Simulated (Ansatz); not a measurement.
Output of an Ansatz run (abridged):

```
WARN the atoms were moved onto the symmetric positions of the space group found under crystal.symmetry.tolerance 1.0e-5 (fractional …
WARN ansatz: RAYON_NUM_THREADS=1 ignored (pool sized by the plan → 1); use --threads N
Pseudopotentials: kind: paw
Pseudopotential: Sr, paw, valence charge 10
Crystal: 2 atoms, lattice volume = 111.853 Å³
Basis set: ecut = 420 eV, 2177 PW (Γ)
Bands: 14, of which v1, the nominal top of the filled ones, is band 10 counted from 1 (9 counted from 0)
Symmetry: 24 space group operations
Space group: P63/mmc (ITA 194), of the structure as read, at distance tolerance 4.8e-5 Å
k-points: 36 of 405
PAW frozen core: Sr, regenerated for the run's functional, and the local potential with it
Initial density: superposition of atomic densities (neutral atoms: chi_scale 0, normalization atom), corrected by the library's trained network
Initial wavefunctions: pseudopotential atomic-orbital guess
Eigensolver: davidson
Functional: x = slater, c = lda
SCF iter   1: F=—  HF=-6888.553738 eV  |F-HF|=—  |Δ(HF+E_count)|=         —  Δρ=3.52e-3  dr2=8.08e-3  ethr=1.77e-3  ⟨swp⟩=9.0  Hψ=3797  notcnv=0
all-band conjugate gradients solve this SCF's bands
preconditioner: auto → Kerker (q_TF=auto, 2.048 Å⁻¹)
SCF iter   2: F=—  HF=-6888.553192 eV  |F-HF|=—  |Δ(HF+E_count)|=   5.46e-4  Δρ=1.89e-3  dr2=3.56e-3  ethr=4.04e-5  ⟨swp⟩=2.2  Hψ=1009  notcnv=0
SCF iter   3: F=—  HF=-6888.552966 eV  |F-HF|=—  |Δ(HF+E_count)|=   2.26e-4  Δρ=3.15e-4  dr2=2.20e-4  ethr=1.78e-5  ⟨swp⟩=1.4  Hψ=611  notcnv=0
SCF iter   4: F=—  HF=-6888.552936 eV  |F-HF|=—  |Δ(HF+E_count)|=   2.99e-5  Δρ=9.83e-5  dr2=9.66e-6  ethr=1.10e-6  ⟨swp⟩=2.3  Hψ=862  notcnv=0
SCF iter   5: F=—  HF=-6888.552937 eV  |F-HF|=—  |Δ(HF+E_count)|=   1.24e-6  Δρ=4.59e-5  dr2=1.98e-6  ethr=4.83e-8  ⟨swp⟩=1.0  Hψ=504  notcnv=0
SCF iter   6: F=-6888.552937 eV  HF=-6888.552937 eV  |F-HF|=7.61e-9  |Δ(HF+E_count)|=   2.67e-7  Δρ=4.94e-6  dr2=3.13e-8  ethr=5.00e-10  ⟨swp⟩=5.5  Hψ=3265  notcnv=0
SCF 1 converged in 6 iterations: F = -6888.552937 eV  dr2 = 3.13e-8
SCF converged after 6 iterations
Free energy (F): -6888.552937 eV
Harris-Foulkes:  -6888.552937 eV  (|F-HF|=7.61e-9)
Internal energy: -6888.539432 eV  (E = F + TS)
E sigma→0 (E₀):  -6888.546185 eV
Entropy (-TS):   -0.013505 eV (-6.753 meV/atom)
Fermi energy:    4.773060 eV
--- Per-component energies (eV) ---
  E_band       = -278.815081
  E_kinetic    = 482.478828
  E_local      = -1560.195435  (includes V_loc(G=0)·N_el)
  E_nonlocal   = 414.177077
  E_hartree    = 394.239782
  E_xc         = -337.950370
  E_vxc        = -316.796166  (∫ρ·V_xc dr)
  E_paw        = -5194.364353  (= ΣΔE_a)
  E_vpaw       = -86.962030  (= ΣTr[D̂ρ^β])
  E_aug_tail   = -0.000003  (compensation charges beyond the density's cutoff)
  E_ewald      = -1087.513228
  E_core_change = 0.588271  (= ΣΔE_core)
  E_smearing   = -0.013505  (= −TS)
  E_closure    = -0.000000  (closes the sum)
  Σ components = -6888.552937   (vs F -6888.552937, Δ=0.00e0)
--- Forces (eV/Å), atoms counted from 1 ---
  atom   1  Sr     0.00000000    -0.00000000     0.00000000
  atom   2  Sr     0.00000000     0.00000000     0.00000000
  max |Σ_I F_I| component: 1.85e-17 eV/Å
--- Stress (GPa, compression-positive) ---
       -1.411719      -0.000000       0.000000
       -0.000000      -1.411719       0.000000
        0.000000       0.000000      -1.447907
  P = ⅓ Tr σ = -1.4238 GPa (-14.238 kbar)
  The stress holds the Pulay correction. Without it, at fixed plane waves, as pw.x and ABINIT print it: P = -1.4255 GPa
--- Band table (eV; the first three rows and the last of 36) ---
  k-point 0: bands = ["-31.8115", "-31.7986", "-13.9101", "-13.7470", "-13.7470", "-13.7223", "-13.7212", "-13.7212", "1.1039", "3.5694", "4.8347", "6.9379", "6.9597", "6.9597"]
  k-point 1: bands = ["-31.8103", "-31.7998", "-13.8926", "-13.7445", "-13.7445", "-13.7407", "-13.7237", "-13.7237", "1.2623", "3.1424", "5.1434", "6.7398", "6.9139", "6.9139"]
  k-point 2: bands = ["-31.8070", "-31.8030", "-13.8465", "-13.7884", "-13.7381", "-13.7381", "-13.7301", "-13.7301", "1.7155", "2.3924", "5.6810", "6.2543", "6.9076", "6.9076"]
  k-point 35: bands = ["-31.7951", "-31.7951", "-13.8700", "-13.8700", "-13.8436", "-13.8266", "-13.7602", "-13.7602", "4.8265", "4.8330", "4.8330", "4.9636", "5.3204", "5.3204"]
```

The structure:

```xyz
2
Lattice="4.2883 0.0000 0.0000 -2.1441 3.7138 0.0000 0.0000 0.0000 7.0234" Properties=species:S:1:pos:R:3 pbc="T T T"
Sr     0.0000     2.4758     1.7559
Sr     2.1442     1.2379     5.2676
```

Problem. Reconstruct the input of this run.

Solution. Other spellings and defaults could give the same log, and not every line can be read from it. The input that was run (DFT, LDA (PW92), plane waves, default PAW files made with PBE):

Ansatz 0.2 input:
```yaml
crystal:
  lattice:
    - [4.288296, 0.000000, 0.000000]
    - [-2.144148, 3.713773, 0.000000]
    - [0.000000, 0.000000, 7.023426]
  atoms:
    - { symbol: Sr, position: [0.333333, 0.666667, 0.250000] }
    - { symbol: Sr, position: [0.666667, 0.333333, 0.750000] }
basis:
  ecutwfc: 420.0
kpoints:
  mp_grid: { grid: [9, 9, 5] }
hamiltonian:
  xc: lda
  pseudopotentials: { kind: paw }
scf:
  occupations: { method: gaussian, width: 0.1 }
output:
  forces: true
  eigenvalues: true
  stress: true
```

The starting cell comes from a database of computed structures (which also holds hypothetical and non-ambient phases and stackings), without a prior relaxation at this level. Its lattice was rescaled by up to half a per cent. Ansatz's pressure includes its estimate of the finite-basis (Pulay) stress.

Ansatz is an electronic-structure program.
